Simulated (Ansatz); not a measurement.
# N on the Zr site (rock-salt ZrN host)

All values below come from PBE, PAW (plane waves to 420 eV; Ansatz, a quantum-chemistry and plane-wave program). Set-up: 64-site cell; 4×4×4 shifted k-points; start: the Zr site; not converged in cell size; the relaxation kept the symmetry of the starting site.

Neighbours after relaxation, in Å: of the N atom: N 2.46, N 2.46, N 2.46, N 2.46, N 2.46, N 2.46.

Formation energies E_f are those of the neutral cell. Chemical conditions: N-rich (Δμ(N) = 0.00 eV, Δμ(Zr) = -3.46 eV; only phases computed here count, gases as isolated molecules at 0 K); Zr-rich (Δμ(N) = -3.46 eV, Δμ(Zr) = 0.00 eV; only phases computed here count, gases as isolated molecules at 0 K). Reference phases: N: N2 molecule in a box, Zr: hcp Zr.

```
charge         moment (μB)  point group  largest move off a lattice site (Å)  E_f, N-rich (eV)  E_f, Zr-rich (eV)
------  ------------------  -----------  -----------------------------------  ----------------  -----------------
0       not spin-polarised           Oh                                 0.16              7.36              14.29
```

Point groups are those of the whole cell at tolerances of 0.03 and 0.1 Å ("near" where only the looser one holds); none is given for unsettled states.

All states together cost around 9 core-minutes (rough).
